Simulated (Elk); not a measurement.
## Worked example: self-consistent single point of Sb (R-3m, 2 atoms in the cell) in Elk

Level of theory: PBEsol, all-electron FP-LAPW, Elk's shipped species files, default APW+lo basis (Elk).

The input file:

```
tasks
  0

xctype
  22

rgkmax
  7.0

stype
  3

swidth
  0.00367493

scale
  8.557795068

avec
    0.8782265356   -0.4782448663   -0.0000000046
    0.8782265356    0.4782448663   -0.0000000046
    0.6177947002    0.0000000000    0.7863394359

sppath
  'species/'

atoms
  1   : nspecies
  'Sb.in'   : spfname
  2   : natoms; atposl, bfcmt below
  0.2379140000  0.2379140000  0.2379140000    0.0 0.0 0.0
  0.7665000000  0.7665000000  0.7665000000    0.0 0.0 0.0

ngridk
  6 6 6
```

Output, abridged:

```
│ Elk code version 10.2.4 │

All units are atomic (Hartree, Bohr, etc.)

│ Ground-state run starting from atomic densities │

Lattice vectors :
   7.515682715      -4.092721558     -0.3936585731E-07
   7.515682715       4.092721558     -0.3936585731E-07
   5.286960438       0.000000000       6.729331746

Unit cell volume      :    413.9830625
Brillouin zone volume :   0.5991796185

Muffin-tin inner radius fraction :   0.1000000000E-01

Nuclei treated as point charges

Species :    1 (Sb)
 parameters loaded from : Sb.in
 name : antimony
 nuclear charge    :   -51.00000000
 electronic charge :    51.00000000
 atomic mass :    221954.9019
 muffin-tin radius :    2.600000000
 number of radial points in muffin-tin :    597
 atomic positions (lattice), magnetic fields (Cartesian) :
   1 :   0.23570700  0.23570700  0.23570700    0.00000000  0.00000000  0.00000000
   2 :  -0.23570700 -0.23570700 -0.23570700    0.00000000  0.00000000  0.00000000

Total number of atoms per unit cell :    2

Spin treatment :
 spin-unpolarised

Number of Bravais lattice symmetries :   12
Number of crystal symmetries         :   12
Crystal has inversion symmetry
Real symmetric eigensolver will be used

k-point grid :      6     6     6
k-point offset :    0.000000000       0.000000000       0.000000000
k-point set is reduced with full crystal symmetry group
Total number of k-points :       32

Muffin-tin radius times maximum |G+k| :    7.000000000
 using average radius
Maximum |G+k| for APW functions       :    2.692307692
Maximum (1/2)|G+k|²                   :    3.624260355
Maximum |G| for potential and density :    12.00000000
 potential will be trimmed for |G| > 2 gkmax
Constant for pseudocharge density :    8
Radial integration step length :    4

G-vector grid sizes :     35    35    35
Number of G-vectors :    12189

Maximum angular momentum used for
 APW functions                      :    8
 outer part of muffin-tin           :    6
 inner part of muffin-tin           :    1

Total nuclear charge    :   -102.0000000
Total core charge       :    72.00000000
Total valence charge    :    30.00000000
Total excess charge     :    0.000000000
Total electronic charge :    102.0000000

Effective Wigner radius, rₛ :   0.9895352372

Number of empty states         :    8
Total number of valence states :   23
Total number of core states    :   72

Total number of local-orbitals :   30

Exchange-correlation functional :     22     0     0
 PBEsol, Phys. Rev. Lett. 100, 136406 (2008)
 gradient requirement :    1
 generalised gradient approximation (GGA)

Smearing type :    3
 Fermi-Dirac
Smearing width :   0.3674930000E-02
Effective electronic temperature (K) :    1160.451112

Mixing type :    3
 Broyden mixing, J. Phys. A: Math. Gen. 17, L317 (1984)

Kohn-Sham potential initialised from atomic data

│ Self-consistent loop started │
│ Loop number : 1 │
 total energy                :     -12969.7403545
│ Loop number : 2 │
 total energy                :     -12969.7033461
RMS change in Kohn-Sham potential (target) :   0.8777508934E-01 (  0.1000000000E-05)
Absolute change in total energy (target)   :   0.3700844362E-01 (  0.1000000000E-03)
│ Loop number : 3 │
 total energy                :     -12969.2524044
RMS change in Kohn-Sham potential (target) :   0.8266765252E-01 (  0.1000000000E-05)
Absolute change in total energy (target)   :   0.4601938254     (  0.1000000000E-03)
│ Loop number : 4 │
 total energy                :     -12965.4942135
RMS change in Kohn-Sham potential (target) :   0.4100887495E-01 (  0.1000000000E-05)
Absolute change in total energy (target)   :    3.873239379     (  0.1000000000E-03)
│ Loop number : 5 │
 total energy                :     -12962.9730874
RMS change in Kohn-Sham potential (target) :   0.1322872339E-01 (  0.1000000000E-05)
Absolute change in total energy (target)   :    3.489435945     (  0.1000000000E-03)
│ Loop number : 6 │
 total energy                :     -12962.0490032
RMS change in Kohn-Sham potential (target) :   0.3091239159E-02 (  0.1000000000E-05)
Absolute change in total energy (target)   :    1.796443146     (  0.1000000000E-03)
│ Loop number : 7 │
 total energy                :     -12961.7622628
RMS change in Kohn-Sham potential (target) :   0.9238551118E-04 (  0.1000000000E-05)
Absolute change in total energy (target)   :   0.7358512384     (  0.1000000000E-03)
│ Loop number : 8 │
 total energy                :     -12961.7622527
RMS change in Kohn-Sham potential (target) :   0.3715597080E-04 (  0.1000000000E-05)
Absolute change in total energy (target)   :   0.1839728228     (  0.1000000000E-03)
│ Loop number : 9 │
 total energy                :     -12961.7589275
RMS change in Kohn-Sham potential (target) :   0.7656399481E-05 (  0.1000000000E-05)
Absolute change in total energy (target)   :   0.4931848976E-01 (  0.1000000000E-03)
│ Loop number : 10 │
 total energy                :     -12961.7585074
RMS change in Kohn-Sham potential (target) :   0.2921570290E-05 (  0.1000000000E-05)
Absolute change in total energy (target)   :   0.1274972018E-01 (  0.1000000000E-03)
│ Loop number : 11 │
 total energy                :     -12961.7583502
RMS change in Kohn-Sham potential (target) :   0.2055212829E-06 (  0.1000000000E-05)
Absolute change in total energy (target)   :   0.3344635148E-02 (  0.1000000000E-03)
│ Loop number : 12 │
 total energy                :     -12961.7583506
RMS change in Kohn-Sham potential (target) :   0.1139430675E-06 (  0.1000000000E-05)
Absolute change in total energy (target)   :   0.8356680319E-03 (  0.1000000000E-03)
│ Loop number : 13 │
 total energy                :     -12961.7583588
RMS change in Kohn-Sham potential (target) :   0.2336151198E-07 (  0.1000000000E-05)
Absolute change in total energy (target)   :   0.2008091942E-03 (  0.1000000000E-03)
│ Loop number : 14 │
 total energy                :     -12961.7583611
RMS change in Kohn-Sham potential (target) :   0.8926910802E-08 (  0.1000000000E-05)
Absolute change in total energy (target)   :   0.4780808194E-04 (  0.1000000000E-03)
Convergence targets achieved

│ Loop number : 15 │

Energies :
 Fermi                       :     0.225703433535
 sum of eigenvalues          :     -7850.93686462
 electron kinetic            :      13675.6167821
 core electron kinetic       :      13380.7270672
 Coulomb                     :     -26301.5020843
 Coulomb potential           :     -21085.0569747
 nuclear-nuclear             :     -1048.21082015
 electron-nuclear            :     -29421.5255536
 Hartree                     :      4168.23428947
 Madelung                    :     -15758.9735970
 xc potential                :     -441.496672051
 exchange                    :     -329.684031875
 correlation                 :     -6.18855441304
 electron entropic           :    -0.473060210604E-03
 total energy                :     -12961.7583615

Density of states at Fermi energy :    9.674611544
 (states/Hartree/unit cell)

Estimated indirect band gap :   0.8960645111E-02
 from k-point      4 to k-point     15
Estimated direct band gap   :   0.9876913820E-02
 at k-point      4

Charges :
 core                        :    72.00000000
 valence                     :    30.00000000
 interstitial                :    4.117495778
 muffin-tins (core leakage)
  species :    1 (Sb)
   atom    1                 :    48.94125211     (  0.7915770482E-03)
   atom    2                 :    48.94125211     (  0.7915770482E-03)
 total in muffin-tins        :    97.88250422
 total calculated charge     :    101.9952289
 total charge                :    102.0000000
 error                       :   0.4771068835E-02

│ Self-consistent loop stopped │
```

The run converged in 15 iterations. The count includes the last loop, which Elk runs after its targets are met.

The starting cell has typed, rounded lattice constants, without a prior relaxation at this level. Its lattice was rescaled by up to half a per cent. One atom was moved a little off its site on purpose. Spin-orbit coupling is off. Values depend on the basis (sphere radii, cutoffs, local orbitals), which need not be converged. The log's line on a gap gives a spacing of levels on this mesh, which the program prints for metals too.
